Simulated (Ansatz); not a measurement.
An Ansatz (a quantum-chemistry and plane-wave program) run: ZnCu2SnS4 with a change (uniaxial strain ε_zz = +3.00 %); PBE/PAW in Ansatz, no spin-orbit coupling.

Input:

Ansatz 0.2 input:
```yaml
crystal:
  lattice:
    - [-2.7341355173, 2.7341355173, 5.631538973]
    - [2.7341355173, -2.7341355173, 5.631538973]
    - [2.7341355173, 2.7341355173, -5.631538973]
  atoms:
    - { symbol: Cu, position: [0, 0, 0] }
    - { symbol: Cu, position: [0.75, 0.25, 0.5] }
    - { symbol: Zn, position: [0.25, 0.75, 0.5] }
    - { symbol: Sn, position: [0.5, 0.5, 0] }
    - { symbol: S, position: [0.3710565214, 0.8956811711, 0.0079452171] }
    - { symbol: S, position: [0.1043188289, 0.112264046, 0.4753753503] }
    - { symbol: S, position: [0.887735954, 0.3631113043, 0.9920547829] }
    - { symbol: S, position: [0.6368886957, 0.6289434786, 0.5246246497] }
basis: { ecutwfc: 420, ecutrho_ratio: 4, xc_grid: 2, fft_grid_basis: typed }
kpoints: { mp_grid: { grid: [9, 9, 9] } }
hamiltonian:
  xc: pbe
  dispersion: none
  pseudopotentials: { kind: paw }
scf: { occupations: { method: fermi_dirac, width: 0.05 }, convergence: { dr2_threshold: 0.0000000008 } }
relax: { f_tol: 0.005, max_steps: 50 }
output: { forces: true, stress: true }
checkpoint: { write: state.ck, write_every: 1000 }
```

Output (explanatory and most iteration lines left out):

```
Relaxation: its limit of steps is 50 (relax.max_steps)
Pseudopotential: Cu, paw, valence charge 19
Pseudopotential: Zn, paw, valence charge 12
Pseudopotential: Sn, paw, valence charge 14
Pseudopotential: S, paw, valence charge 6
Crystal: 8 atoms, lattice volume = 168.394 Å³
Basis set: ecut = 420 eV, 3275 PW (Γ), exchange–correlation on 96×96×96 points (8 copies of the dense FFT grid, shifted against one another)
Bands: 53, of which v1, the nominal top of the filled ones, is band 44 counted from 1 (43 counted from 0)
Symmetry: 4 space group operations
Space group: I-4 (ITA 82), of the structure as read, at distance tolerance 5.5e-5 Å
k-points: 105 of 729 (time reversal used)
Functional: x = pbe(κ = 0.804, μ = 0.2195149727645171), c = pbe(β = 0.06672455060314922)
SCF iter   1: F=—  HF=-26205.510011 eV  |F-HF|=—  |Δ(HF+E_count)|=         —  Δρ=1.39e-3  dr2=2.59e-3  ethr=1.77e-3  ⟨swp⟩=6.8  Hψ=22859  notcnv=0  defer=74
SCF iter   2: F=—  HF=-26205.510896 eV  |F-HF|=—  |Δ(HF+E_count)|=   8.84e-4  Δρ=1.58e-3  dr2=2.41e-3  ethr=2.94e-6  ⟨swp⟩=2.7  Hψ=11055  notcnv=0  defer=249
SCF 1 converged in 11 iterations: F = -26205.510668 eV  dr2 = 2.67e-10
relax step   1: F+E_penalty+E_count = -26205.51066813 eV  Δ(F+E_penalty+E_count) = +0.000e0 eV  max|allowed force component| = 5.112e-2 eV/Å  Δτ_max = 0.0000 Å  (11 SCF iters, accepted)
Crystal: 8 atoms, lattice volume = 168.394 Å³
SCF iter   1: F=—  HF=-26205.511298 eV  |F-HF|=—  |Δ(HF+E_count)|=         —  Δρ=3.76e-4  dr2=1.56e-4  ethr=1.68e-7  ⟨swp⟩=2.0  Hψ=16547  notcnv=0  defer=360
SCF iter   2: F=—  HF=-26205.511305 eV  |F-HF|=—  |Δ(HF+E_count)|=   7.54e-6  Δρ=3.33e-4  dr2=1.16e-4  ethr=1.68e-7  ⟨swp⟩=2.0  Hψ=9721  notcnv=0  defer=360
SCF 2 converged in 10 iterations: F = -26205.511324 eV  dr2 = 9.48e-11
relax step   2: F+E_penalty+E_count = -26205.51132393 eV  Δ(F+E_penalty+E_count) = -6.558e-4 eV  max|allowed force component| = 1.398e-2 eV/Å  Δτ_max = 0.0047 Å  (10 SCF iters, accepted)
Crystal: 8 atoms, lattice volume = 168.394 Å³
SCF iter   1: F=—  HF=-26205.511320 eV  |F-HF|=—  |Δ(HF+E_count)|=         —  Δρ=1.28e-4  dr2=1.88e-5  ethr=1.50e-7  ⟨swp⟩=2.1  Hψ=10519  notcnv=0  defer=360
SCF iter   2: F=—  HF=-26205.511334 eV  |F-HF|=—  |Δ(HF+E_count)|=   1.31e-5  Δρ=1.26e-4  dr2=1.73e-5  ethr=2.13e-8  ⟨swp⟩=2.0  Hψ=10921  notcnv=0  defer=360
SCF 3 converged in 8 iterations: F = -26205.511364 eV  dr2 = 3.21e-10
relax step   3: F+E_penalty+E_count = -26205.51136449 eV  Δ(F+E_penalty+E_count) = -4.056e-5 eV  max|allowed force component| = 1.660e-3 eV/Å  Δτ_max = 0.0014 Å  (8 SCF iters, accepted)
SCF converged after 8 iterations
Free energy (F): -26205.511364 eV
Internal energy: -26205.510558 eV  (E = F + TS)
E sigma→0 (E₀):  -26205.510961 eV
Entropy (-TS):   -0.000806 eV (-0.101 meV/atom)
Fermi energy:    7.532157 eV
--- Forces (eV/Å), atoms counted from 1 ---
  atom   1  Cu    -0.00000000    -0.00000000     0.00000000
  atom   2  Cu    -0.00000000     0.00000000     0.00000000
  atom   3  Zn     0.00000000    -0.00000000     0.00000000
  atom   4  Sn    -0.00000000     0.00000000     0.00000000
  atom   5  S      0.00085770    -0.00166033    -0.00131933
  atom   6  S     -0.00166033    -0.00085770     0.00131933
  atom   7  S     -0.00085770     0.00166033    -0.00131933
  atom   8  S      0.00166033     0.00085770     0.00131933
--- Stress (GPa, compression-positive) ---
       -1.510762       0.000000      -0.000000
       -0.000000      -1.510762      -0.000000
       -0.000000      -0.000000      -2.648919
  P = ⅓ Tr σ = -1.8901 GPa (-18.901 kbar)
--- Relaxed structure (3 steps of the walk, 3 accepted, 0 SCFs on fresh bases) ---
  atoms:
    - { symbol: Cu, position: [2.4065405959268757e-21, 2.406540595926838e-21, -2.421381142939415e-35] }
    - { symbol: Cu, position: [0.75, 0.25000000000000006, 0.5] }
    - { symbol: Zn, position: [0.25000000000000006, 0.75, 0.5] }
    - { symbol: Sn, position: [0.5, 0.5, -2.641506701388452e-35] }
    - { symbol: S, position: [0.3711069608469623, 0.8949437041787405, 0.00816589565484599] }
    - { symbol: S, position: [0.1050562958212595, 0.11322219147610549, 0.47616325666822185] }
    - { symbol: S, position: [0.8867778085238944, 0.36294106519211633, 0.991834104345154] }
    - { symbol: S, position: [0.6370589348078837, 0.6288930391530377, 0.5238367433317781] }
```

The mesh was chosen for an insulator and is coarse for the gapless case. Stability against distortions was not tested. All final runs are without spin polarisation. The cell was made from ZnCu$_{2}$SnS$_{4}$ (space group I-4, No. 82) by this change: uniaxial strain ε_zz = +3.00 %.
